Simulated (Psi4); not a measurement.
Psi4 1.11, unrestricted WB97X/def2-svpd: THF triplet (C1CCOC1), charge 0, multiplicity 3, 13 atoms. The geometry is a generated start, not checked to be a minimum at this level.

```
Item                                  Value
--------------------------  ---------------
task                                 energy
method                                wb97x
basis                             def2-svpd
memory                                 3 GB
maxiter                                 100
keys of the molecule block      symmetry c1
scf_type                       df (default)
diis_max_vecs                  10 (default)
e_convergence               1e-06 (default)
d_convergence               1e-06 (default)
dft_radial_points              75 (default)
dft_spherical_points          302 (default)
basis functions                         167
grid points                          276638
```

```xyz
13

C     -0.2418     1.0204    -0.2482
C      0.9240     0.3213     0.4497
C      0.7281    -1.1227    -0.0141
O     -0.6654    -1.3074    -0.2044
C     -1.3268    -0.0527    -0.1636
H     -0.5389     1.9489     0.2340
H      0.0100     1.2229    -1.2897
H      1.8965     0.7181     0.1674
H      0.8104     0.3896     1.5325
H      1.0808    -1.8591     0.7131
H      1.2450    -1.2975    -0.9687
H     -1.8812     0.0281     0.7825
H     -2.0407    -0.0100    -0.9905
```

Charge 0 and multiplicity 3 are set for this test and not shown to be the ground state.

With the defaults (guess = auto, which took SAD, damping_percentage = 0, diis = true, scf_initial_accelerator = adiis, level_shift = 0, level_shift_cutoff = 0.01, soscf = false, soscf_start_convergence = 0.01) it converges in 15 SCF iterations. One run each on 2 threads, with these changes:
- guess = sap
- damping_percentage = 60, diis = false, scf_initial_accelerator = none
- damping_percentage = 20
- level_shift = 0.5, level_shift_cutoff = 0.001
- guess = core
- soscf = true, soscf_start_convergence = 0.1
- level_shift = 0.1, level_shift_cutoff = 0.001
- guess = huckel
- scf_initial_accelerator = none
- damping_percentage = 60

### Question
Name the settings that don't reach the solution of the defaults.

### Answer
No convergence: damping_percentage = 20; damping_percentage = 60; damping_percentage = 60, diis = false, scf_initial_accelerator = none (the run ends without SCF convergence in 100 iterations). Another solution: guess = core (2000 meV higher); guess = huckel (890 meV higher); guess = sap (890 meV higher). The rest reach the solution of the defaults.

```
setting                                                                SCF iterations  JK calls                              end
---------------------------------------------------------------------  --------------  --------  -------------------------------
soscf = true, soscf_start_convergence = 0.1                                        10        46                    same solution
the defaults                                                                       15        16                    same solution
scf_initial_accelerator = none                                                     15        16                    same solution
level_shift = 0.5, level_shift_cutoff = 0.001                                      16        17                    same solution
level_shift = 0.1, level_shift_cutoff = 0.001                                      16        17                    same solution
guess = sap                                                                        50        50   other solution, 890 meV higher
guess = huckel                                                                     56        73   other solution, 890 meV higher
guess = core                                                                       61        61  other solution, 2000 meV higher
damping_percentage = 20                                                           100       101                   no convergence
damping_percentage = 60                                                           100       101                   no convergence
damping_percentage = 60, diis = false, scf_initial_accelerator = none             100       101                   no convergence
```

An SOSCF iteration holds several JK calls; a Hückel guess adds calls on atoms.
